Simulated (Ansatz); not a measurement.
Al: response to strain

The parent structure is Al in the fcc (Cu type) structure (space group Fm-3m, No. 225; a = 4.0405 Å).

Strains are applied to the cell and any free atomic positions relax.

Calculations: DFT with PBE, PAW potentials and a 420 eV plane-wave cutoff in Ansatz (a first-principles code), no SOC.

Notes on the quantities. energy relative to the base: free energy F.

| isotropic strain (%) | energy relative to the base (meV/atom) |
|---|---|
| -1.65 | 10.3 |
| -1.48 | 8.2 |
| -1.43 | ? |
| 0 | 0.0 |
| 0.79 | 2.1 |
| 3.62 | 40.7 |

Problem. Fit ΔE = Aε² + Bε³ (ε in %) to the rows shown and predict the withheld row.

Solution. Least squares on the printed values gives A = 3.57 and B = -0.13 meV/atom (largest residual 0.1 meV/atom); this predicts 7.7 meV/atom, and the run gives 7.6 meV/atom, in agreement.

No phonon test of stability was made.
